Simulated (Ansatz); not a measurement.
BN (model structure, P6₂22, No. 180, 6 atoms in the cell) was calculated with PBEsol (Ansatz, a program for electronic structure, PAW).

Run with plane-wave cutoff 520 eV, 18×18×6 k mesh (along the axes of the cell as run), Fermi–Dirac smearing 0.01 eV, scalar-relativistic PAW data made under PBE.

Cell (relaxed at this level):

```
BN
1.0
    2.59527     0.00000     0.00000
   -1.29764     2.24757     0.00000
    0.00000     0.00000     5.79730
B N
3 3
Direct
  0.50000   0.00000   0.66667
  0.00000   0.50000   0.33333
  0.50000   0.50000   0.00000
  0.50000   0.00000   0.16667
  0.00000   0.50000   0.83333
  0.50000   0.50000   0.50000
```

Q: What does this level give for the band gap, smallest direct gap on the k points sampled and direct gap at Γ?

A: 
* **band gap**: 3.60 eV (indirect)
* **smallest direct gap on the k points sampled**: 6.16 eV
* **direct gap at Γ**: 6.70 eV

Note: the relaxation could raise the start's symmetry but not lower it, so the cell can be a saddle point.

Static lattice: no zero-point or thermal effects.

The result took roughly 16 core-seconds.

A model structure was made by putting elements into a prototype or built by hand; it is no filed structure, need not be a known phase, and can be a saddle point held by its symmetry.
